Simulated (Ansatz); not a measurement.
The structure below was relaxed with PBEsol/PAW in Ansatz (a program for electronic structure), spin-orbit coupling left out, earlier PAW set.

Space group F-43m (No. 216); a = b = c = 5.618 Å, α = β = γ = 90.00°

| atom | site | symmetry | x | y | z |
|---|---|---|---|---|---|
| Sn | 4c | -43m | 0.2500 | 0.2500 | 0.2500 |
| Be | 4a | -43m | 0.0000 | 0.0000 | 0.0000 |

Task: Write out a cell with all atoms.

Result: 
```
BeSn
1.0
    5.61802     0.00000     0.00000
    0.00000     5.61802     0.00000
    0.00000     0.00000     5.61802
Sn Be
4 4
Direct
  0.25000   0.25000   0.25000
  0.25000   0.75000   0.75000
  0.75000   0.25000   0.75000
  0.75000   0.75000   0.25000
  0.00000   0.00000   0.00000
  0.00000   0.50000   0.50000
  0.50000   0.00000   0.50000
  0.50000   0.50000   0.00000
```
This is the conventional cell.

Stability against distortions was not tested. The cell was made from BeTe by this change: Te → Sn; the result is a hypothetical phase, not in the database extracts checked.
